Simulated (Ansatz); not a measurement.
Start from Mg₂Sn (space group Fm-3m, No. 225; relaxed with 0.1 eV smearing).

```xyz
3
Lattice="0.0000 3.3319 3.3319 3.3319 0.0000 3.3319 3.3319 3.3319 0.0000" Properties=species:S:1:pos:R:3 pbc="T T T"
Mg     1.6660     1.6660     1.6660
Mg     4.9979     4.9979     4.9979
Sn     0.0000     0.0000     0.0000
```

Cartesian axes are those of the cell as printed.

The values are results of LDA (Ansatz, a program for electronic structure; PAW; 420 eV plane waves; no SOC), not measurements.

For the base:

- Shortest interatomic distance = 2.886 Å

One thing is altered: uniaxial strain ε_zz = +2.50 %, all other strain components held at zero; the atoms relax in the strained cell.

Question: What does the calculation give for the shortest interatomic distance after the change?

Answer: The shortest interatomic distance increases by 0.024 Å (2.886 Å → 2.910 Å).

Question: What does the calculation give for the energy relative to the base after the change?

Answer: The energy rises by 3.7 meV/atom.

Question: What happens to the stress?

Answer: The stress (xx, yy, zz, yz, xz, xy; compression positive) amounts to (-0.7, -0.7, -1.9, 0.0, 0.0, 0.0) GPa.

Whether these cells are dynamically stable was not tested.
